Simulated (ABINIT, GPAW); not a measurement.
A GPAW input for a self-consistent single point of AgBr (Fm-3m, 2 atoms in the cell) (DFT PBE, plane waves, GPAW PAW datasets PBE (gpaw-data 1.0.1)):

```python
from ase import Atoms
from ase.units import GPa
from gpaw import GPAW, PW

atoms = Atoms(['Ag', 'Br'],
              cell=[[0.000000, 2.823336, 2.823336],
                    [2.823336, 0.000000, 2.823336],
                    [2.823336, 2.823336, 0.000000]],
              scaled_positions=[[0.000000, 0.000000, 0.000000],
                                [0.500000, 0.500000, 0.500000]],
              pbc=True)

calc = GPAW(mode=PW(600),
            xc='PBE',
            kpts={'size': (8, 8, 8), 'gamma': True},
            occupations={'name': 'fixed-uniform'},
            nbands=-6,
            convergence={'density': 1e-05, 'bands': -4},
            symmetry={'symmorphic': False, 'tolerance': 0.0005},
            maxiter=150,
            txt='-')

atoms.calc = calc

energy = atoms.get_potential_energy()
print('Energy (eV):', round(energy, 6))
forces = atoms.get_forces()
print('Forces (eV/Ang):')
print(forces.round(5))
stress = atoms.get_stress()
print('Stress (GPa, Voigt):', (stress / GPa).round(4))
```

Translate this input to ABINIT.

This is the input that was run; spellings and numerical settings could be chosen otherwise.

```
# AgBr, JTH v2.0 PBE PAW
pp_dirpath "./"
pseudos "Ag.GGA_PBE-JTH.xml, Br.GGA_PBE-JTH.xml"
acell 7.5452985882 7.5452985882 7.5452985882
rprim
        -0.0000000000    0.7071067812    0.7071067812
         0.7071067812    0.0000000000    0.7071067812
         0.7071067812    0.7071067812   -0.0000000000
natom 2
ntypat 2
znucl 47 35
typat 1 2
xcart
         0.0000000000    0.0000000000    0.0000000000
         2.8233360000    2.8233360000    2.8233360000
      Angstrom
ecut 544 eV
pawecutdg 1088 eV
pawxcdev 0
ixc 11
occopt 1
nband 12
kptopt 1
ngkpt 8 8 8
nshiftk 1
shiftk 0 0 0
nstep 100
tolvrs 1.0e-12
diemac 9
prtwf 0
prtden 0
enunit 1
```

Basis settings and potentials, where a program has them, do not carry over. This input uses DFT, PBE, plane waves, PAW (JTH v2.0 PBE PAW). Both were run: pressure 5.39 GPa in GPAW and 5.19 in ABINIT; gap on the mesh 0.650 eV in GPAW and 0.661 in ABINIT.

On GPAW: the starting cell comes from a database of computed structures (which also holds hypothetical and non-ambient phases and stackings), without a prior relaxation at this level. Its lattice was rescaled by a random factor within 2.5 % of one. With a pressure of about 5 GPa the cell is away from its equilibrium volume at this level.

On ABINIT: the starting cell comes from a database of computed structures (which also holds hypothetical and non-ambient phases and stackings), without a prior relaxation at this level. Its lattice was rescaled by a random factor within 2.5 % of one. With a pressure of about 5 GPa the cell is away from its equilibrium volume at this level.
